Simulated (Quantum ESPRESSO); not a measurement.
**Quick settings and what they miss: ZrBr (C2/m, 4 atoms in the cell)**

Self-consistent single point.

```
CELL_PARAMETERS angstrom
      2.99046    -1.73446     0.00000
      2.99046     1.73446     0.00000
     -2.64619     0.00000     9.46298
ATOMIC_POSITIONS crystal
  Zr 0.72060 0.72060 0.62068
  Zr 0.27940 0.27940 0.37932
  Br 0.14094 0.14094 0.81560
  Br 0.85906 0.85906 0.18440
```

Computed with LDA (PZ), GBRV 1.5 ultrasoft (LDA) pseudopotentials (plane waves; Quantum ESPRESSO).

Base settings: ecutwfc = 40 Ry; ecutrho = 320 Ry; occupations = smearing; smearing = mp; degauss = 0.0036749 Ry; potentials = {Zr: zr_lda_v1.uspp.F.UPF, Br: br_lda_v1.4.uspp.F.UPF}; K_POINTS = automatic 9 9 3 0 0 0; conv_thr = 1e-09 Ry; mixing_beta = 0.7.

Tight run (finer mesh or higher cutoff; not a proven limit): ecutwfc: 40 Ry → 56 Ry; ecutrho: 320 Ry → 448 Ry; conv_thr: 1e-09 Ry → 7.3e-11 Ry; K_POINTS: automatic 9 9 3 0 0 0 → automatic 13 13 5 0 0 0. It gave Fermi level (on the code's own zero) 10.39 eV; pressure 0.09 GPa; largest force (vector length) 0.156 eV/Å.

Quick runs, as changes from the base:
- A: the base itself
- B: ecutwfc: 40 Ry → 24 Ry; ecutrho: 320 Ry → 192 Ry; smearing: mp → gauss; degauss: 0.0036749 Ry → 0.036749 Ry; conv_thr: 1e-09 Ry → 7.3e-06 Ry; pseudopotentials: {Zr: zr_lda_v1.uspp.F.UPF, Br: br_lda_v1.4.uspp.F.UPF} → {Zr: Zr_pbe_v1.uspp.F.UPF, Br: br_pbe_v1.4.uspp.F.UPF}; K_POINTS: automatic 9 9 3 0 0 0 → automatic 3 3 3 0 0 0; input_dft: default → pbesol [PBEsol]
- C: ecutwfc: 40 Ry → 28 Ry; ecutrho: 320 Ry → 224 Ry; smearing: mp → gauss; degauss: 0.0036749 Ry → 0.036749 Ry; pseudopotentials: {Zr: zr_lda_v1.uspp.F.UPF, Br: br_lda_v1.4.uspp.F.UPF} → {Zr: Zr_pbe_v1.uspp.F.UPF, Br: br_pbe_v1.4.uspp.F.UPF}; K_POINTS: automatic 9 9 3 0 0 0 → automatic 8 8 8 0 0 0; input_dft: default → pbesol [PBEsol]
- D: ecutwfc: 40 Ry → 20 Ry; ecutrho: 320 Ry → 160 Ry; smearing: mp → cold; degauss: 0.0036749 Ry → 0.019992 Ry; K_POINTS: automatic 9 9 3 0 0 0 → automatic 2 2 2 0 0 0
- E: ecutwfc: 40 Ry → 20 Ry; ecutrho: 320 Ry → 160 Ry; K_POINTS: automatic 9 9 3 0 0 0 → automatic 8 8 8 0 0 0
- F: ecutwfc: 40 Ry → 20 Ry; ecutrho: 320 Ry → 160 Ry; smearing: mp → cold; degauss: 0.0036749 Ry → 0.0099958 Ry; K_POINTS: automatic 9 9 3 0 0 0 → automatic 4 4 4 1 1 1

Energies are extrapolated to zero smearing width, which holds to low order in the width alone (under cold and Methfessel-Paxton smearing the free energy itself is taken).

Dashes: energy of B, C, another energy zero; pressure of B, not trusted under this conv_thr with d or f elements; time of B, D, F, under 30 s.

† marks runs with another functional, U, potentials or spin treatment: their distance from the tight run is not a convergence error alone.

The count of work is k-points × plane waves × bands × iterations; it is no time. Core times come from one kind of shared machine and are given to one figure; runs under 30 s give none.

The starting cell comes from a database of computed structures (which also holds hypothetical and non-ambient phases and stackings), without a prior relaxation at this level. Its lattice was rescaled by a random factor within 2.5 % of one.

| run | energy less tight (meV/atom) | pressure less tight (GPa) | largest miss in a force vector (eV/Å) | count of work / tight | core time / tight (rough) |
|---|---|---|---|---|---|
| A | 0.7 | -0.02 | 0.041 | 0.17 | 0.2 |
| B† | – | – | 0.581 | 0.0075 | – |
| C† | – | 2.33 | 0.148 | 0.20 | 0.1 |
| D | 298.2 | -1.17 | 0.981 | 0.0051 | – |
| E | 83.4 | -3.27 | 0.049 | 0.12 | 0.1 |
| F | 83.0 | -3.30 | 0.098 | 0.016 | – |

Among the runs at the tight run's level, the energy misses run from 0.7 to 298.2 meV/atom.
